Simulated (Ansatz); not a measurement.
Results of PBEsol (plane waves, PAW; Ansatz, a program for electronic structure) for TiNCl (Pmmn, No. 59, 6 atoms in the cell; start mp-27850).

Numerical settings: plane-wave cutoff 500 eV, 12×10×6 k mesh (along the axes of the cell as run), Fermi–Dirac smearing 0.05 eV, no spin polarisation, scalar-relativistic PAW data made under PBE.

Cell (relaxed at this level):

```
CELL_PARAMETERS angstrom
      3.23460     0.00000     0.00000
      0.00000     3.92194     0.00000
      0.00000     0.00000     8.30303
ATOMIC_POSITIONS crystal
  Ti 0.50000 0.00000 0.09168
  Ti 0.00000 0.50000 0.90832
  N  0.00000 0.00000 0.95378
  N  0.50000 0.50000 0.04622
  Cl 0.50000 0.50000 0.68885
  Cl 0.00000 0.00000 0.31115
```

Q: Estimate the band gap that the calculation returns.

A: 
band gap: 0.53 eV (on the SCF k mesh)

Note: the relaxation could not lower the start's symmetry, so the cell can be a saddle point above a distorted one; the cell has widely spaced layers and the level no dispersion term, so their spacing and the moduli can rest on weak binding.

Computed values are for the static lattice.

A start named mp-… is a Materials Project structure, which need not be a measured phase.
